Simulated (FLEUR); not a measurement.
Band structure of ScGe2 (Cmcm, 6 atoms in the cell).

```xyz
6
Lattice="1.9289 -7.5461 0.0000 1.9289 7.5461 0.0000 0.0000 0.0000 3.7918" Properties=species:S:1:pos:R:3 pbc="T T T"
Sc     1.9289    -5.9894     2.8439
Sc     1.9289     5.9894     0.9480
Ge     1.9289    -0.8367     2.8439
Ge     1.9289     0.8367     0.9480
Ge     1.9289     3.7411     2.8439
Ge     1.9289    -3.7411     0.9480
```

Level of theory: LDA (Perdew-Zunger), all-electron FLAPW (FLEUR), scalar-relativistic valence.

Settings: Kmax = 3.8 1/bohr; GmaxXC = 15.2 1/bohr; xcFunctional = pz; jspins = 1; l_soc = F; mode = hist; fermiSmearingEnergy = 0.00499791 Htr; mesh (inpgen div1-3) = 4 4 4; inpgen gamma flag = true; Gmax = 15.2 1/bohr; numbands = 0; maxIterBroyd = 25; imix = Anderson; alpha = 0.05.

The starting cell comes from a database of computed structures (which also holds hypothetical and non-ambient phases and stackings), without a prior relaxation at this level. Values depend on the basis (sphere radii, cutoffs, local orbitals), which need not be converged.

These are the values that this program gave, and no reference: the default basis lacks the next d shell.

Levels in eV from the Fermi level, bands 36 to 43:
```json
[
 {"point": "Γ", "36": "-1.44", "37": "-1.43", "38": "-1.23", "39": "-0.48", "40": "0.73", "41": "2.27", "42": "2.40", "43": "2.45"},
 {"point": "X", "36": "-1.92", "37": "-0.17", "38": "-0.04", "39": "0.74", "40": "0.89", "41": "1.18", "42": "1.67", "43": "1.82"},
 {"point": "S", "36": "-1.27", "37": "-0.72", "38": "0.05", "39": "0.85", "40": "0.88", "41": "1.06", "42": "1.37", "43": "1.82"},
 {"point": "R", "36": "-2.75", "37": "-2.33", "38": "-2.33", "39": "-1.12", "40": "-1.12", "41": "2.91", "42": "2.91", "43": "3.06"},
 {"point": "A", "36": "-2.58", "37": "-2.47", "38": "-2.47", "39": "-1.11", "40": "-1.11", "41": "2.94", "42": "2.94", "43": "3.02"},
 {"point": "Z", "36": "-0.98", "37": "-0.18", "38": "-0.18", "39": "1.02", "40": "1.02", "41": "1.20", "42": "1.20", "43": "2.44"},
 {"point": "Y", "36": "-1.45", "37": "-1.21", "38": "-0.71", "39": "-0.07", "40": "0.97", "41": "2.12", "42": "2.25", "43": "2.34"},
 {"point": "X1", "36": "-1.92", "37": "-0.17", "38": "-0.04", "39": "0.74", "40": "0.89", "41": "1.18", "42": "1.67", "43": "1.82"},
 {"point": "A1", "36": "-2.58", "37": "-2.47", "38": "-2.47", "39": "-1.11", "40": "-1.11", "41": "2.94", "42": "2.94", "43": "3.02"},
 {"point": "T", "36": "-1.89", "37": "-0.80", "38": "-0.80", "39": "0.45", "40": "0.45", "41": "0.98", "42": "0.98", "43": "2.81"}
]
```
